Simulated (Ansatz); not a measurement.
Base system: Al in the fcc (Cu type) structure (space group Fm-3m, No. 225; a = 4.015 Å; relaxed with 0.1 eV smearing). Axes: x, y, z lie along the cube axes.

All numbers come from DFT with PBEsol, PAW potentials and a 420 eV plane-wave cutoff in Ansatz (a program for electronic structure), without spin-orbit coupling, earlier PAW set.

Strains are applied to the cell and any free atomic positions relax.

One change was made to it. Results:

The energy grows by 2.3 meV/atom; the shortest interatomic distance drops by 2.4 pm, from 283.9 pm to 281.5 pm.

### Question
What was done to the base?
A) isotropic strain +1.66 %
B) isotropic strain +2.58 %
C) isotropic strain −2.85 %
D) strain tensor (xx, yy, zz, yz, xz, xy) = (+1.12, +0.83, −1.11, +0.60, −0.86, +1.08) %

### Answer
D, strain tensor (xx, yy, zz, yz, xz, xy) = (+1.12, +0.83, −1.11, +0.60, −0.86, +1.08) %. For comparison, the energy relative to the base in the other runs: isotropic strain −2.85 % gives +34 meV/atom; isotropic strain +2.58 % gives +23 meV/atom; isotropic strain +1.66 % gives +9.7 meV/atom.

Whether these cells are dynamically stable was not tested.
